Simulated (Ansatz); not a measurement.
Where the default PAW files enter, the runs use the earlier of Ansatz's two default sets.

By PBEsol, the system below comes out a metal.

Without scattering a metal conducts by its projected Fermi surface.

Here is the system:

```xyz
2
Lattice="2.9166 0.0000 0.0000 -1.4583 2.5258 0.0000 0.0000 0.0000 2.7543" Properties=species:S:1:pos:R:3 pbc="T T T"
W      0.0000     0.0000     0.0000
C      1.4583     0.8419     1.3771
```

Space group of this cell: P-6m2. The cell is strained (lengths along the current scaled by 0.97, ions clamped); by PBEsol its mean pressure is 7.8 GPa.

The current flows along the normal of the first two printed cell vectors, the (001) (indices of the unstrained crystal) plane of the conventional cell. No spin-orbit coupling; the value is a mean over 0.1 eV about the Fermi level.

Q: Estimate the ballistic conductance per area that PBEsol (Ansatz, a first-principles code) returns for this system.

A: 0.23 × 10¹⁵ S/m² for both spins.
